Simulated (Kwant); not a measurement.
System: six-terminal Hall bar in a ZnO two-dimensional gas. Effective mass 0.3 mₑ, grid spacing 5.8 nm, hard walls, nominal width 150 nm (25 grid rows, so walls 150.8 nm apart), one parabolic valley, scattering region 390 nm long along x; energies count from the band bottom; Fermi energy swept from 0.000325 to 0.0026 eV. Four side probes 75 nm wide, two on each edge; current runs along x; the sign of the Hall resistance is a convention. Perpendicular field 1.5 T, also in the leads; orbital effect alone.

Constants are typed, rounded textbook-type inputs, not results; the design itself was drawn at random and stands for no fabricated device.

Kwant, effective-mass tight-binding model on a square grid, one spin, coherent transport at 0 K. Resistances are in h/e².

Problem. How many Landau levels lie under the Fermi energy, and what Hall resistance follows, at 0.633 meV and 1.50 T; 1.60 meV and 1.50 T; 1.79 meV and 1.50 T; 2.37 meV and 1.50 T?

Solution. ħωc = ħeB/m = 0.386 meV a tesla; levels lie at (n + ½)ħωc. E/ħωc = 1.09 gives 1 level and h/(1e²) = 1.000; simulated 1.000. E/ħωc = 2.76 gives 3 levels and h/(3e²) = 0.333; simulated 0.333. E/ħωc = 3.09 gives 3 levels and h/(3e²) = 0.333; simulated 0.333. E/ħωc = 4.09 gives 4 levels and h/(4e²) = 0.250; simulated 0.250.
